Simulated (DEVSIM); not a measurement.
Structure: illuminated Si p-on-n cell, one wavelength, with a back-surface field, at 300 K.

Layer 1 from the left is Si, thickness (μm) 0.0770, Na (cm⁻³) 1.1e19, τn (s) 4.2e-8, τp (s) 6.2e-8, absorption coefficient (cm⁻¹) 280. Layer 2 from the left is Si, thickness (μm) 59.0, Nd (cm⁻³) 8.9e15, τn (s) 1e-6, τp (s) 1e-6, absorption coefficient (cm⁻¹) 280. Layer 3 from the left is Si, thickness (μm) 0.220, Nd (cm⁻³) 3.4e18, τn (s) 1e-6, τp (s) 1e-6, absorption coefficient (cm⁻¹) 280.

Left contact: ohmic, minority electron recombination velocity 500 cm/s. Right contact: ohmic, minority hole recombination velocity 400 cm/s. Voltage is applied to the left contact. Recombination: SRH at mid-gap, radiative, Auger. Light enters at the left, 2.5e17 photons cm⁻² s⁻¹, one pass, no reflection. Mobility is constant in doping.

This is a model device: material constants are rounded textbook-type values typed into the input, and sizes, dopings and lifetimes were drawn at random. Values at 300 K.

Si: gap (eV) 1.124, affinity (eV) 4.05, permittivity 11.7, Nc (cm⁻³) 2.86e19, Nv (cm⁻³) 3.1e19, μn (cm²/Vs) 1417, μp (cm²/Vs) 470, B (cm³/s) 4.7e-15, Cn (cm⁶/s) 2.8e-31, Cp (cm⁶/s) 9.9e-32.

Simulated with DEVSIM: 1D drift-diffusion, Boltzmann statistics, complete ionisation; no tunnelling, impact ionisation, image-force lowering or self-heating.

Problem. What does the simulation give for the short-circuit current, the potential step across the device at zero bias?

Solution. short-circuit current 20.9 mA/cm²; potential step across the device at zero bias 1.042 V.
